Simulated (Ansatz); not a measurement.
Data:

```
Ti
1.0
    2.93639     0.00000     0.00000
   -1.46820     2.54299     0.00000
    0.00000     0.00000     4.70982
Ti
2
Direct
  0.66667   0.33333   0.75000
  0.33333   0.66667   0.25000
```

No spin polarisation.

Level of theory: Kohn–Sham DFT with the r2SCAN functional, run in Ansatz (an electronic-structure program) with PAW and 500 eV plane waves, without spin-orbit coupling. Settings: 23×23×13 k-points, 0.1 eV Fermi–Dirac smearing.

Problem. What band gap does the calculation give?

Solution. Zero.

Problem. Estimate the pressure (mean of the normal stresses, compression positive).

Solution. -1.7 GPa.

Problem. Estimate the space group.

Solution. P6_3/mmc (No. 194).

The cells carry an imposed strain or load. No phonon test of stability was made. All final runs are without spin polarisation. The cell was made from Ti in the hcp (Mg type) structure (space group P6_3/mmc, No. 194) by this change: uniaxial strain ε_zz = +1.50 %.
